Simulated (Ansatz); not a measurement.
Take HgS in the zinc blende structure (space group F-43m, No. 216; a = 5.876 Å) as the base.

Calculations: Ansatz (an electronic-structure program), PBEsol, PAW, cutoff 420 eV, no spin-orbit coupling.

Before the change:

| Quantity | Result |
|---|---|
| Pressure | 0.0 GPa |
| Band gap | zero |

One thing is altered: every lattice vector is stretched by 2.50 %; the atoms relax in the strained cell.

Task: How does this affect the energy relative to the base?

Result: The energy goes up by 24 meV/atom.

Task: Estimate the effect on the pressure.

Result: The pressure goes from zero to -3.7 GPa.

Task: How does this affect the band gap?

Result: The band gap is still zero.

The mesh was chosen for an insulator and is coarse for the gapless case. With Hg present, leaving out spin-orbit coupling can change the band edges. Whether these cells are dynamically stable was not tested. All final runs are without spin polarisation. A zero or small gap of HgS can be the functional's error rather than a property of the material.
